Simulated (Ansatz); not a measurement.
Cubic perovskite CsHgBr3 (idealised or unconfirmed structure), treated with r²SCAN-D4 (plane waves, PAW; Ansatz, an electronic-structure program).

The run printed, among other lines:

```
Crystal: 5 atoms, lattice volume = 180.422 Å³
Basis set: ecut = 560 eV, 5449 PW (Γ), exchange–correlation on 135×135×135 points (27 copies of the dense FFT grid, shifted against one another)
Bands: 30, of which v1, the nominal top of the filled ones, is band 25 counted from 1 (24 counted from 0)
Symmetry: 48 space group operations
Space group: Pm-3m (ITA 221), of the structure as read, at distance tolerance 5.7e-5 Å
k-points: 56 of 1000
Functional: x = r2scan, c = r2scan; τ floored in thin density (d = 2e-4 eV/Å³)
SCF iter   1: F=—  HF=-27898.524893 eV  |F-HF|=—  |Δ(HF+E_count)|=         —  Δρ=5.00e-3  dr2=3.62e-2  dr2_τ=3.69e-2
SCF iter   2: F=—  HF=-27898.541687 eV  |F-HF|=—  |Δ(HF+E_count)|=   1.68e-2  Δρ=2.54e-3  dr2=9.68e-3  dr2_τ=1.12e-3
  ...
SCF iter   9: F=—  HF=-27898.540930 eV  |F-HF|=—  |Δ(HF+E_count)|=   7.29e-9  Δρ=5.40e-7  dr2=1.49e-9  dr2_τ=5.93e-11
SCF iter  10: F=-27898.540930 eV  HF=-27898.540930 eV  |F-HF|=2.22e-10  |Δ(HF+E_count)|=  6.91e-11  Δρ=2.34e-7  dr2=3.75e-10  dr2_τ=1.29e-11
SCF 1 converged in 10 iterations: F = -27898.540930 eV  dr2 = 3.75e-10
SCF converged after 10 iterations
Free energy (F): -27898.540930 eV
Internal energy: -27898.535501 eV  (E = F + TS)
E sigma→0 (E₀):  -27898.538216 eV
Fermi energy:    3.347651 eV
--- Forces (eV/Å), atoms counted from 1 ---
  atom   1  Cs    -0.00000000     0.00000000    -0.00000000
  atom   2  Hg     0.00000000     0.00000000     0.00000000
  atom   3  Br     0.00000000    -0.00000000     0.00000000
  atom   4  Br     0.00000000     0.00000000     0.00000000
  atom   5  Br     0.00000000    -0.00000000     0.00000000
--- Stress (GPa, compression-positive) ---
       -1.032210       0.000000       0.000000
        0.000000      -1.032210       0.000000
        0.000000       0.000000      -1.032210
  P = ⅓ Tr σ = -1.0322 GPa (-10.322 kbar)
```

Question: Write an input file that could have produced this run (the log leaves some choices open).

Answer: This is not unique; one that fits is 
Ansatz 0.2 input:
```yaml
crystal:
  lattice:
    - [5.6506224619, 0.0, 0.0]
    - [0.0, 5.6506224619, 0.0]
    - [0.0, 0.0, 5.6506224619]
  atoms:
    - { symbol: Cs, position: [0.0, 0.0, 0.0] }
    - { symbol: Hg, position: [0.5, 0.5, 0.5] }
    - { symbol: Br, position: [0.5, 0.0, 0.5] }
    - { symbol: Br, position: [0.0, 0.5, 0.5] }
    - { symbol: Br, position: [0.5, 0.5, 0.0] }
basis:
  ecutwfc: 560
  ecutrho_ratio: 4
  xc_grid: 3
kpoints:
  mp_grid: { grid: [10, 10, 10] }
hamiltonian:
  xc: r2scan
  dispersion: d4
  pseudopotentials: { kind: paw }
scf:
  occupations: { method: fermi_dirac, width: 0.05 }
  convergence: { dr2_threshold: 0.0000000005 }
output:
  forces: true
  stress: true
  eigenvalues: true
```

The cell is one volume of an energy–volume scan, off the minimum.

The PAW data were made under PBE.

Cost on a shared machine: very roughly 28 core-seconds.
